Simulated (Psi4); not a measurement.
Psi4 1.11, BP86/def2-svpd: Ti(Cl)2(NH2) ([NH2][Ti+]([Cl])[Cl]), charge +1, multiplicity 1, 6 atoms. The geometry is a generated start, not checked to be a minimum at this level.

```json
{
 "task": "energy",
 "method": "bp86",
 "basis": "def2-svpd",
 "memory": "3 GB",
 "maxiter": "100",
 "keys_of_the_molecule_block": "symmetry c1",
 "scf_type": "df (default)",
 "guess": "auto, which took SAD (default)",
 "scf_initial_accelerator": "adiis (default)",
 "e_convergence": "1e-06 (default)",
 "d_convergence": "1e-06 (default)",
 "dft_radial_points": "75 (default)",
 "dft_spherical_points": "302 (default)",
 "basis_functions": "124",
 "grid_points": "131027"
}
```

```xyz
6

Ti    -0.9870     0.2794     0.0979
Cl    -1.5080    -1.2234    -1.3041
Cl    -0.5860     1.9636    -1.1260
N      0.6519    -0.2285     0.6960
H      1.4429     0.4081     0.8652
H      0.9862    -1.1992     0.7709
```

Charge 1 and multiplicity 1 are set for this test and not shown to be the ground state.

One run each on 2 threads. Values of diis_max_vecs tried: 3, 6, 10 (default), 20.

Question: Predict the course of the SCF iterations along this series.

Answer: Fewest SCF iterations, within one of each other: 6 with 13, 10 (default) with 12, 20 with 12. The run ends without SCF convergence in 100 iterations at 3.

| diis_max_vecs | SCF iterations | end |
|---|---|---|
| 3 | 100 | no convergence |
| 6 | 13 | same solution |
| 10 (default) | 12 | same solution |
| 20 | 12 | same solution |
